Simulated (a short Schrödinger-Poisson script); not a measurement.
# Gated In0.52Al0.48As/In0.53Ga0.47As modulation-doped gas in a quantum well

Stack: gated In0.52Al0.48As/In0.53Ga0.47As modulation-doped gas in a quantum well, at 300 K.

```csv
layer,material,thickness (nm),Nd (cm⁻³),Na (cm⁻³)
1,In0.52Al0.48As,20,-,-
2,In0.52Al0.48As,10,6.2e17,-
3,In0.52Al0.48As,10,-,-
4,In0.53Ga0.47As,6,-,-
5,In0.52Al0.48As,4000,-,3e15
```

Constants are typed, rounded textbook-type inputs, not results; the design itself was drawn at random and stands for no fabricated device. In0.52Al0.48As: permittivity 12.5, conduction-band edge (eV) 0.52, gap (eV) 1.45, electron mass (mₑ) 0.075, Nv at 300 K (cm⁻³) 1.1e19. In0.53Ga0.47As: permittivity 13.9, conduction-band edge (eV) 0, gap (eV) 0.74, Nv at 300 K (cm⁻³) 7.7e18.

Channel valleys (confinement mass, in-plane density-of-states mass, number): Γ 0.041, 0.041, 1. At the gate the conduction-band edge of layer 1 lies 0.65 eV − eVg above the Fermi level of the channel; the field vanishes at the back. Donor level 0.006 eV below the band edge. The barrier under the gate holds no holes. Gaps are held at their typed values at every temperature. Mesh 0.08 nm at interfaces.

From a short Schrödinger-Poisson script (our own, NumPy): 1D Poisson equation in equilibrium, electrons quantum, Hartree plus LDA exchange-correlation (BenDaniel-Duke, 40 states a valley, the channel's in-plane mass for all, wave functions free to enter the barrier), parabolic valleys, classical holes, donors ionised by Fermi statistics, acceptors fully, no traps, pinning or gate leakage.

| Vg (V) | electrons (cm⁻²) | in the channel layer | C (μF/cm²) | Γ E0 (meV) | Γ E1 (meV) |
|---|---|---|---|---|---|
| 0.4 | 4.60e11 | 4.29e11 | 0.234 | -15.5 | 259.7 |
| 0.35 | 3.88e11 | 3.62e11 | 0.231 | -8.7 | 287.4 |
| 0.3 | 3.17e11 | 2.96e11 | 0.226 | -1.2 | 295.3 |
| 0.25 | 2.48e11 | 2.32e11 | 0.220 | 7.4 | 304.1 |
| 0.2 | 1.82e11 | 1.70e11 | 0.211 | 17.5 | 314.5 |
| 0.15 | 1.20e11 | 1.12e11 | 0.194 | 30.2 | 327.4 |
| 0.1 | 6.54e10 | 6.12e10 | 0.163 | 47.5 | 344.8 |
| 0.05 | 2.55e10 | 2.38e10 | 0.108 | 73.1 | 370.3 |
| 0 | 6.19e9 | 5.78e9 | 0.0487 | 110.2 | 407.3 |
| -0.05 | 1.10e9 | 1.03e9 | 0.0249 | 154.9 | 451.7 |
| -0.1 | 1.83e8 | 1.71e8 | 0.0206 | 201.4 | 498.1 |
| -0.15 | 3.04e7 | 2.84e7 | 0.0205 | 247.8 | 544.5 |
| -0.2 | 5.09e6 | 4.75e6 | 0.0212 | 294.0 | 590.6 |

Gate voltages with under 1e6 electrons/cm² are left out.

Subbands count from the Fermi level.
